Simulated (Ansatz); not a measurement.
# Au: response to strain

The parent structure is Au in the fcc (Cu type) structure (space group Fm-3m, No. 225; a = 4.0477 Å; relaxed with 0.1 eV smearing).

Strains are applied to the cell and any free atomic positions relax.

All numbers come from Kohn–Sham DFT with the LDA functional, run in Ansatz (a program for electronic structure) with PAW and 420 eV plane waves, spin-orbit coupling left out.

Notes on the quantities. energy relative to the base: free energy F.

```json
[
 {"isotropic strain (%)": "-3", "energy relative to the base (meV/atom)": "93.8"},
 {"isotropic strain (%)": "-2.5", "energy relative to the base (meV/atom)": "63.6"},
 {"isotropic strain (%)": "-2", "energy relative to the base (meV/atom)": "39.8"},
 {"isotropic strain (%)": "-1.5", "energy relative to the base (meV/atom)": "21.8"},
 {"isotropic strain (%)": "-1", "energy relative to the base (meV/atom)": "9.5"},
 {"isotropic strain (%)": "-0.5", "energy relative to the base (meV/atom)": "?"},
 {"isotropic strain (%)": "0", "energy relative to the base (meV/atom)": "0.0"},
 {"isotropic strain (%)": "1", "energy relative to the base (meV/atom)": "8.6"},
 {"isotropic strain (%)": "1.5", "energy relative to the base (meV/atom)": "19.0"}
]
```

Task: Fit ΔE = Aε² + Bε³ (ε in %) to the rows shown and predict the withheld row.

Result: Least squares on the printed values gives A = 9.07 and B = -0.45 meV/atom (largest residual 0.1 meV/atom); this predicts 2.3 meV/atom, and the run gives 2.3 meV/atom, in agreement.

Stability against distortions was not tested.
